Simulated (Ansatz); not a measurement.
Amorphous Al$_{28}$O$_{45}$H$_{6}$, 79 atoms at 2.94 g/cm³, one PBE-relaxed geometry, zone centre. Methods: PBE, scalar-relativistic without spin-orbit coupling (Ansatz, an electronic-structure program); r2SCAN, scalar-relativistic without spin-orbit coupling (Ansatz); HSE06, scalar-relativistic without spin-orbit coupling (Ansatz). Plane waves to 420 eV (r2SCAN 500 eV); exact exchange is cut at the cell's faces. At PBE the levels at the filled edge of the gap are localised (band-tail or defect states). All rungs ran without spin polarisation.

Preparation: random packing, a CHGNet melt and quench, and a DFT relaxation. O atoms were pushed apart under 1.9 Å during the dynamics, to hinder bonds among them. The hot cell started wider than the set density and was brought back towards it in steps. It is the lowest in DFT energy of 2 quenches. It is a model cell: composition and starting density were chosen by hand, and all elements were melted together. No dispersion term was used. Its density started from a set value of 2.95 and ended at 2.94 g/cm³. The quench (nominally 690 K/ps over its main leg) was far faster than any real one, so the model tends to hold more defects than a real film. A cell of this size samples the disorder only roughly. The volume was free in the relaxation, at fixed shape. Stress components on the final sampling reach 3.3 GPa.

The relaxation ran on the zone centre alone. At PBE the level gap is 3.42 eV on a 2×2×2 Γ-centred mesh, and the spacing at the zone centre alone 3.44 eV.

Problem. What zone-centre spacing does r2SCAN give, roughly?

Solution. 4.06 eV (+0.62 eV against PBE).

Problem. What zone-centre spacing does HSE06 give, roughly?

Solution. 5.13 eV (+1.69 eV against PBE).

The highest filled and the lowest empty state spread over these numbers of atoms (participation numbers): PBE: 6.5 and 62.9; r2SCAN: 5.5 and 61.9; HSE06: 6.9 and 61.9.
